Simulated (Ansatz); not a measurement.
Take BAs in the zinc blende structure (space group F-43m, No. 216; a = 4.7322 Å) as the base. Axes: x, y, z lie along the cube axes.

Level of theory: LDA, PAW, 420 eV (Ansatz, a first-principles code; no spin-orbit coupling).

Perturbation: the cell is scaled by 0.9700 in all directions; the atoms relax in the strained cell.

Predict the stress tensor and what it implies for the stiffness.

Stress of the strained cell less that of the base (GPa, compression positive):
```
  16.16    0.00    0.00
   0.00   16.16    0.00
   0.00    0.00   16.16
```

Then B = −ΔP/(ΔV/V₀) with ΔV/V₀ = -0.0873 gives secant stiffness values (nonlinear terms included at this strain): B ≈ 185 GPa.

As a check, the harmonic strain energy −½ V₀ Δσ:ε is 60 meV/atom; the computed energy rise is 54 meV/atom.

Stability against distortions was not tested.
